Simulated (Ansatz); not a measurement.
Amorphous Al₂₈O₄₄Ti, 73 atoms at 3.12 g/cm³, one PBE-relaxed geometry, zone centre. Methods: PBE, scalar-relativistic without spin-orbit coupling (Ansatz, a first-principles code); r2SCAN, scalar-relativistic without spin-orbit coupling (Ansatz); HSE06, scalar-relativistic without spin-orbit coupling (Ansatz). Plane waves to 420 eV (r2SCAN 500 eV); exact exchange is cut at the cell's faces. At PBE the levels at both edges of the gap are localised (band-tail or defect states), and the nearest spread-out levels lie 4.0 eV apart at the zone centre. All rungs ran without spin polarisation.

Preparation: random packing, a CHGNet melt and quench, and a DFT relaxation. O atoms were pushed apart under 1.9 Å during the dynamics, to hinder bonds among them. The hot cell started wider than the set density and was brought back towards it in steps. It is the lowest in DFT energy of 2 quenches. It is a model cell: composition and starting density were chosen by hand, and all elements were melted together. No dispersion term was used. Its density started from a set value of 3.12 and ended at 3.12 g/cm³. Cooling (nominally 340 K/ps over its main leg) ran many orders faster than in experiment, which tends to leave more defects and strain. One small periodic cell is one sample of the glass; other quenches scatter about these values. The volume was held where the preparation left it, at a PBE pressure of -0.6 GPa (tension). Stress components on the final sampling reach 1.7 GPa.

The relaxation ran on the zone centre alone. At PBE the gap between localised states is 2.42 eV on a 2×2×2 Γ-centred mesh, and the spacing at the zone centre alone 2.44 eV.

Question: What zone-centre spacing does r2SCAN give, roughly?

Answer: 2.78 eV (+0.34 eV against PBE).

Question: What zone-centre spacing does HSE06 give, roughly?

Answer: 4.12 eV (+1.68 eV against PBE).

The highest filled and the lowest empty state spread over these numbers of atoms (participation numbers): PBE: 3.7 and 1.8; r2SCAN: 3.6 and 1.7; HSE06: 3.6 and 1.7.
